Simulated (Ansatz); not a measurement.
CdSe2 (Pa-3, No. 205, 12 atoms in the cell; start mp-1095493), treated with PBE0 in Ansatz (plane waves, PAW).

Run with plane-wave cutoff 460 eV, 4×4×4 k mesh, Fermi–Dirac smearing 0.01 eV, scalar-relativistic PAW data made under PBE.

Cell (relaxed with PBEsol):

```cif
data_Cd4Se8
_chemical_formula_sum 'Cd4 Se8'
_space_group_name_H-M_alt 'Pa-3'
_space_group_IT_number 205
_space_group_name_Hall '-P 2ac 2ab 3'
_cell_length_a 6.60479
_cell_length_b 6.60479
_cell_length_c 6.60479
_cell_angle_alpha 90.000
_cell_angle_beta 90.000
_cell_angle_gamma 90.000
loop_
_atom_site_label
_atom_site_type_symbol
_atom_site_symmetry_multiplicity
_atom_site_Wyckoff_symbol
_atom_site_fract_x
_atom_site_fract_y
_atom_site_fract_z
_atom_site_occupancy
Cd1 Cd 4 a 0.00000 0.00000 0.00000 1
Se1 Se 8 c 0.39608 0.39608 0.39608 1
```

Problem. Give the computed band gap, smallest direct gap on the k points sampled and direct gap at Γ.

Solution. 
- band gap: 2.14 eV
- smallest direct gap on the k points sampled: 2.38 eV
- direct gap at Γ: 2.78 eV

Note: cell and atoms aren't relaxed at this level (largest force component 0.20 eV/Å, pressure 1.6 GPa).

Spin–orbit coupling is not included.

Static lattice: no zero-point or thermal effects.

A start named mp-… is a Materials Project structure, which need not be a measured phase.

Ansatz is an electronic-structure program.
